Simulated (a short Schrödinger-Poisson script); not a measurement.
Solved with a short Schrödinger-Poisson script written for these runs: 1D Poisson equation in equilibrium, electrons quantum, Hartree (BenDaniel-Duke, 40 states a valley, the channel's in-plane mass for all, wave functions free to enter the barrier), parabolic valleys, classical holes, full ionisation, no traps, pinning or gate leakage.

Structure: gated Al0.4Ga0.6N/GaN polarisation-induced gas, at 20 K.

From the gate side: 10 nm Al0.4Ga0.6N; 6000 nm GaN, acceptors 6e14 cm⁻³.

Constants are typed, rounded textbook-type inputs, not results; the design itself was drawn at random and stands for no fabricated device. Al0.4Ga0.6N: permittivity 9.26, conduction-band edge (eV) 0.58, gap (eV) 4.258, electron mass (mₑ) 0.248, Nv at 300 K (cm⁻³) 4.6e19. GaN: permittivity 9.5, conduction-band edge (eV) 0, gap (eV) 3.43, Nv at 300 K (cm⁻³) 4.6e19.

Channel valleys (confinement mass, in-plane density-of-states mass, number): Γ 0.2, 0.2, 1. At the gate the conduction-band edge of layer 1 lies 1.36 eV − eVg above the Fermi level of the channel; the field vanishes at the back. Sheet of polarisation charge: +2e13 e/cm² at 10 nm from the gate. The barrier under the gate holds no holes. Gaps are held at their typed values at every temperature. Mesh 0.08 nm at interfaces.

Task: Give the centroid of the channel electrons at Vg = 0.5 V (nm); the sheet density of all electrons at Vg = 0.5 V (cm⁻²); the lowest subband against the Fermi level at Vg = 0.5 V (meV).

Result: centroid of the channel electrons at Vg = 0.5 V (nm): 1.67; sheet density of all electrons at Vg = 0.5 V (cm⁻²): 1.59e13; lowest subband against the Fermi level at Vg = 0.5 V (meV): -169.
